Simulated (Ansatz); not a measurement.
ZrMo2 (Fd-3m), PBEsol, DFPT electron-phonon coupling, linearised Boltzmann equation (Ansatz, an electronic-structure program): phonon-limited resistivity 12.9 μΩ·cm at 300 K, 17.7 μΩ·cm at 400 K, current-weighted mean free path 9.6 nm, Drude plasma energy 5.08 eV.

What is the classical skin depth at 100 GHz (nonmagnetic, μ₀ = 1.257×10⁻⁶ H/m)?

δ = √(ρ/(π f μ₀)) = 572 nm.

What temperature coefficient of resistance follows, and how does it compare with 1/T?

(ρ₄₀₀ − ρ₃₀₀)/(100 K × ρ₃₀₀) = 3.72×10⁻³ K⁻¹, against 1/T = 3.33×10⁻³ K⁻¹ for a resistivity proportional to T. It lies higher because phonons are still being populated at 300 K; impurities would add a constant and lower it.

Estimate the electronic thermal conductivity at 300 K by the Wiedemann-Franz law (L₀ = 2.44×10⁻⁸ W·Ω/K²).

L₀T/ρ = 2.44×10⁻⁸ × 300/(12.9×10⁻⁸) = 56.7 W/(m·K). Inelastic scattering puts the true Lorenz number somewhat under L₀ near and below the Debye temperature.

A metal at this level (no band gap). Only scattering by harmonic phonons is included (no impurities, grain boundaries, electron-electron scattering or thermal expansion). Spin-orbit coupling is left out. Halving the electron mesh (20x20x20) moves the resistivity by up to 2 % at 300 K, the mean free path by up to 1 %. Smearing 0.20 eV; phonons on a 3x3x3 q mesh, which this run doesn't test.

Formula and space group known from diffraction (Crystallography Open Database), not checked to be the room-temperature form: ZrMo2 (Fd-3m).
